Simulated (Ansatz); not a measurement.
## Effect of uniaxial strain ε_xx = +1.37 % on TiO2

Take TiO₂ in the anatase structure (space group I4_1/amd, No. 141; a = 3.778 Å, c = 9.584 Å) as the base. Axes: x, y, z lie along a, b, c of the conventional cell.

It is then changed as follows: the cell is stretched by 1.37 % along x with no lateral relaxation; the atoms relax in the strained cell.

Method: r2SCAN/PAW in Ansatz (a quantum-chemistry and plane-wave program), spin-orbit coupling left out. Γ-centred 12×12×12 mesh, Fermi–Dirac width 0.05 eV.

| quantity | base | changed | shift |
|---|---|---|---|
| volume per atom | 11.40 Å³ | 11.55 Å³ | +0.156 Å³ |
| space group | I4_1/amd (No. 141) | Imma (No. 74) | – |
| shortest interatomic distance | 3.652 bohr | 3.657 bohr | +0.005 bohr |
| energy relative to the base (free energy F) | 0 meV/atom | +2.3 meV/atom | +2.3 meV/atom |
| pressure (mean of the normal stresses, compression positive) | 0.00 GPa | -2.90 GPa | -2.90 GPa |
| band gap | 2.53 eV | 2.49 eV | -0.035 eV |
| gap character | – | indirect, k = (0, 0, 0.417) in the run's primitive reciprocal basis → Γ | – |
| smallest direct gap | 2.87 eV | 2.82 eV | -0.05 eV |
| largest internal atomic displacement | – | 0.013 Å | – |
| stress (xx, yy, zz, yz, xz, xy; compression positive) | – | (-4.67, -2.09, -1.95, 0.00, 0.00, 0.00) GPa | – |

Final structure:

```xyz
6
Lattice="-1.9148 1.8889 4.7919 1.9148 -1.8889 4.7919 1.9148 1.8889 -4.7919" Properties=species:S:1:pos:R:3 pbc="T T T"
Ti     0.0000     0.0000     4.7786
Ti     1.9148     0.0000     2.4093
O      0.0000     0.0000     2.8069
O      1.9148     0.0000     0.4076
O      1.9148     0.0000     4.3810
O      0.0000     0.0000     6.7802
```

Stability against distortions was not tested. All final runs are without spin polarisation. k-point labels follow each cell's own Brillouin zone.
